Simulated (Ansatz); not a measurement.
**Sb: response to strain**

Base system: Sb (space group R-3m, No. 166; a = 4.266 Å, c = 10.698 Å (hexagonal axes); relaxed with 0.1 eV smearing). Axes: x lies along a and z along c of the hexagonal cell.

Strains are applied to the cell and any free atomic positions relax; under biaxial strain the out-of-plane vector relaxes too.

Calculations: PBEsol-D3(BJ) (Ansatz, an electronic-structure program), scalar-relativistic without spin-orbit coupling.

Candidates:
(a) biaxial strain +1.04 %, plane normal [001], relaxed out of plane
(b) tensor shear ε_xy = +0.23 %
(c) strain tensor (xx, yy, zz, yz, xz, xy) = (−0.94, −0.58, +0.11, −1.67, +0.21, +0.05) %

Notes on the quantities. energy relative to the base: free energy F.

### Question
Order them by energy relative to the base, highest first.

### Answer
(c) strain tensor (xx, yy, zz, yz, xz, xy) = (−0.94, −0.58, +0.11, −1.67, +0.21, +0.05) % (+6.2 meV/atom), (a) biaxial strain +1.04 %, plane normal [001], relaxed out of plane (+1.7 meV/atom), (b) tensor shear ε_xy = +0.23 % (+0.1 meV/atom)

No phonon test of stability was made.
